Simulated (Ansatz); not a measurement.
**A computed series for Be2Si: pressure series**

Start from Be$_{2}$Si (space group Fm-3m, No. 225; a model cell, its experimental status unchecked).

```xyz
3
Lattice="0.0000 2.6419 2.6419 2.6419 0.0000 2.6419 2.6419 2.6419 0.0000" Properties=species:S:1:pos:R:3 pbc="T T T"
Si     0.0000     0.0000     0.0000
Be     1.3209     1.3209     1.3209
Be     3.9628     3.9628     3.9628
```

Cell and atoms are relaxed at each pressure.

Levels (all Ansatz, a first-principles code, PAW): PBE (420 eV, no spin-orbit coupling); r2SCAN (500 eV, no spin-orbit coupling).

The base cell above is that of PBE; each level relaxes its own structures.

```tsv
case	volume per atom, PBE	volume per atom, r2SCAN
pressure −2 GPa	12.55 Å³	12.54 Å³
pressure −1 GPa	12.42 Å³	___
pressure 1.8 GPa	12.08 Å³	12.08 Å³
pressure 4.2 GPa	11.81 Å³	___
pressure 9 GPa	11.36 Å³	11.37 Å³
pressure 18 GPa	10.67 Å³	10.69 Å³
pressure 30 GPa	9.96 Å³	___
pressure 45 GPa	9.29 Å³	___
pressure 60 GPa	8.77 Å³	8.80 Å³
```

Some entries are withheld; estimate them.


- pressure −1 GPa, volume per atom, r2SCAN: 12.41 Å³
- pressure 4.2 GPa, volume per atom, r2SCAN: 11.82 Å³
- pressure 30 GPa, volume per atom, r2SCAN: 9.99 Å³
- pressure 45 GPa, volume per atom, r2SCAN: 9.32 Å³

The two levels differ by at most about 0.03 Å³. They put the cases in the same order.

Load acts through the strain it causes; cell and atoms are relaxed under it. Whether these cells are dynamically stable was not tested. No other phases were tried under pressure. The final runs are not spin-polarised.
